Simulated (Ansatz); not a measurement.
The starting structures come from a database of crystals and need not be the phases stable at ambient conditions.

The decay constant κ of evanescent states in the gap governs leakage through a thin film.

Data:

```
CELL_PARAMETERS angstrom
      3.85488     0.00000     0.00000
      0.00000     3.85488     0.00000
      1.92744     1.92744     2.80758
ATOMIC_POSITIONS crystal
  Ga 0.00000 0.00000 0.00000
  P  0.75000 0.25000 0.50000
```

The cell is strained (lengths along the current scaled by 1.03, ions clamped); by r2SCAN it stands under a pressure of -2.5 GPa.

Transport runs along the normal of the first two printed cell vectors, the (001) (indices of the unstrained crystal) plane of the conventional cell.

The gap is the functional's own. No spin-orbit coupling. Mid-gap values are those at the computed energy nearest the middle.

Predict the band gap and the smallest decay constant κ at mid-gap from r2SCAN (Ansatz, a program for electronic structure).

Gap 1.75 eV on a 10×10×10 mesh; κ = 0.129 1/Å, at the zone centre.
